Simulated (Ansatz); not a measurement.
**Point defect Te vacancy (V_Te) in zinc-blende CdTe**

All values below come from PBE, PAW (plane waves to 420 eV; Ansatz, a quantum-chemistry and plane-wave program). The supercell holds 216 host sites (3×3×3 repeats of a cell of 8 atoms), with a Γ-point k-point sampling for the final energies. Site at the start: the Te site. Charged cells carry a point-charge image correction with potential alignment at far atoms. Dielectric constants: PBE linear response of the host. Host gap at this level: 0.58 eV. Finite-size and sampling errors can reach tenths of an eV here. The semilocal functional narrows the gap, so deep levels can fall outside it. Spin–orbit coupling is left out, which matters for these heavy elements. Each state is the lowest found from its start.

Formation energies E_f are given with the Fermi level at the valence-band maximum. Chemical conditions: Cd-rich (Δμ(Te) = -0.93 eV; only phases computed here count, gases as isolated molecules at 0 K); Te-rich (Δμ(Te) = 0.00 eV; only phases computed here count, gases as isolated molecules at 0 K). Reference phases: Te: trigonal Te.

Charges with a result: +2, +1, 0, −1. Others weren't obtained, and one of them could lie lower, also by skipping a charge.

| charge | moment (μB) | largest move off a lattice site (Å) | image correction with alignment (eV) | E_f, Cd-rich (eV) | E_f, Te-rich (eV) |
|---|---|---|---|---|---|
| +2 | not spin-polarised | 0.73 | 0.21 | 0.04 | 0.97 |
| +1† | quenched | 0.73 | 0.05 | – | – |
| 0† | not spin-polarised | 0.72 | 0.00 | 0.88 | 1.80 |
| −1† | quenched | 0.74 | 0.05 | – | – |

† Not settled in this cell, so no level is given: charge +1: a level filled in part, carriers not clearly localised; charge 0: carriers not clearly localised; charge −1: a level filled in part, carriers not clearly localised, level within 0.1 eV of a band edge or past it.

Starting moments that weren't kept: charge +1 began with 1 μB and ended with 0.0; charge −1 began with 1 μB and ended with 0.0.

Flagged in the runs: zone-centre sampling.

All states together cost about 40 core-hours (a rough figure).
